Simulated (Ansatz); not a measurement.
System: Ag-vacancy pair (Ag on one host W site, one W site vacant) in bcc W (neutral cell). The step: Ag and the vacancy change places (Ag-vacancy distance between ideal sites 2.76 Å throughout); the atom moves 2.14 Å along (0.39, 0.39, 0.39) of the unit cell; the moving atom starts with neighbours 2 W at 2.73, W at 2.76, 3 W at 2.87, 2 W at 2.99, W at 3.01, W at 3.05, 2 W at 3.35, W at 3.38 Å and ends with 2 W at 2.73, W at 2.76, 3 W at 2.87, 2 W at 2.99, W at 3.01, W at 3.05, 2 W at 3.35, W at 3.38 Å. DFT values are from Ansatz (plane-wave PAW, 420 eV unless said) in a cell of 36 host sites, spin-restricted, static, with no finite-size correction. Forms of the defect that were not tried may lie lower. For the PBE band: the saddle point's order was not checked, and it lies on a symmetry element of the cell, where a band can be held.

```
Level                                                                           Forward barrier (eV)  Cost of the band or of the saddle's single point
------------------------------------------------------------------------------  --------------------  ------------------------------------------------
CHGNet universal potential (has no charge state), its own band                                  0.33                                                 -
PBE, a 2×2×3 k-point mesh shifted by half a step, band relaxed                                  0.56                      very roughly 50 core-minutes
PBE, a 3×3×5 k-point mesh shifted by half a step, same geometries                               0.53             about 7 core-minutes (a rough figure)
r2SCAN at 500 eV, a 2×2×3 k-point mesh shifted by half a step, same geometries                  0.64                            roughly 4 core-minutes
```

Ansatz is a quantum-chemistry and plane-wave program.
